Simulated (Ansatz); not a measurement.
Results of PBEsol in Ansatz (plane waves, PAW) for MoAs (model structure, started from the NbAs type, I4₁md, No. 109, 4 atoms in the cell).

Input file:

Ansatz 0.2 input:
```yaml
crystal:
  lattice:
    - [-1.6510838707, 1.6510838707, 5.7016555765]
    - [1.6510838707, -1.6510838707, 5.7016555765]
    - [1.6510838707, 1.6510838707, -5.7016555765]
  atoms:
    - { symbol: Mo, position: [0.4991519295, 0.4991519295, 0.0] }
    - { symbol: Mo, position: [0.2491519295, 0.7491519295, 0.5] }
    - { symbol: As, position: [0.9168480705, 0.9168480705, 0.0] }
    - { symbol: As, position: [0.6668480705, 0.1668480705, 0.5] }
basis:
  ecutwfc: 520
  ecutrho_ratio: 4
  xc_grid: 2
kpoints:
  mp_grid: { grid: [22, 22, 22] }
hamiltonian:
  xc: pbesol
  dispersion: none
  pseudopotentials: { kind: paw }
scf:
  occupations: { method: fermi_dirac, width: 0.05 }
output:
  forces: true
  stress: true
  eigenvalues: true
relax:
  f_tol: 0.004
  escape_saddle: false
  max_steps: 80
  cell: { stress_tol: 0.02, fix: [volume] }
```

Excerpt of the program's output:

```
Relaxation: its limit of steps is 80 (relax.max_steps)
Crystal: 4 atoms, lattice volume = 62.173 Å³
Basis set: ecut = 520 eV, 1689 PW (Γ), FFT grids on a1+a3, a2+a3, a3, exchange–correlation on 50×50×96 points (8 copies of the dense FFT grid, shifted against one another)
Bands: 35, of which v1, the nominal top of the filled ones, is band 29 counted from 1 (28 counted from 0)
Symmetry: 8 space group operations
Space group: I41md (ITA 109), of the structure as read, at distance tolerance 4.0e-5 Å
k-points: 834 of 10648 (time reversal used)
Functional: x = pbesol(κ = 0.804, μ = 0.12345679012345678), c = pbesol(β = 0.046)
SCF iter   1: F=—  HF=-19422.009203 eV  |F-HF|=—  |Δ(HF+E_count)|=         —  Δρ=8.48e-3  dr2=2.61e-2
SCF iter   2: F=—  HF=-19422.007382 eV  |F-HF|=—  |Δ(HF+E_count)|=   1.82e-3  Δρ=4.68e-3  dr2=7.80e-3
  ...
SCF 1 converged in 7 iterations: F = -19422.006736 eV  dr2 = 4.67e-9
Crystal: 4 atoms, lattice volume = 62.173 Å³
Basis set: ecut = 520 eV, 1697 PW (Γ), FFT grids on a1+a3, a2+a3, a3, exchange–correlation on 50×50×96 points (8 copies of the dense FFT grid, shifted against one another)
Initial density: handed on by an earlier stage of this run
SCF 2 converged in 6 iterations: F = -19422.006980 eV  dr2 = 2.49e-9
Crystal: 4 atoms, lattice volume = 62.173 Å³
SCF 3 converged in 6 iterations: F = -19422.007052 eV  dr2 = 1.67e-10
Crystal: 4 atoms, lattice volume = 62.173 Å³
SCF iter   7: F=-19422.007053 eV  HF=-19422.007053 eV  |F-HF|=3.64e-12  |Δ(HF+E_count)|=    0.00e0  Δρ=6.36e-9  dr2=1.56e-14
SCF iter   8: F=-19422.007053 eV  HF=-19422.007053 eV  |F-HF|=3.64e-12  |Δ(HF+E_count)|=  3.64e-12  Δρ=2.44e-9  dr2=3.90e-15
SCF 4 converged in 8 iterations: F = -19422.007053 eV  dr2 = 3.90e-15
SCF converged after 8 iterations
Free energy (F): -19422.007053 eV
Internal energy: -19421.984473 eV  (E = F + TS)
E sigma→0 (E₀):  -19421.995763 eV
Fermi energy:    18.654915 eV
--- Stress (GPa, compression-positive) ---
        4.263116       0.000000       0.000000
        0.000000       4.263116       0.000000
       -0.000000       0.000000       4.261953
  P = ⅓ Tr σ = 4.2627 GPa (42.627 kbar)
```

The cell is one volume of an energy–volume scan, off the minimum.

The PAW data were made under PBE.

Note: the run has no spin polarisation, so it can have missed a magnetic state. Note: the relaxation could raise the start's symmetry but not lower it, so the cell can be a saddle point.

A model structure was made by putting elements into a prototype or built by hand; it is no filed structure, need not be a known phase, and can be a saddle point held by its symmetry.

Ansatz is a quantum-chemistry and plane-wave program.
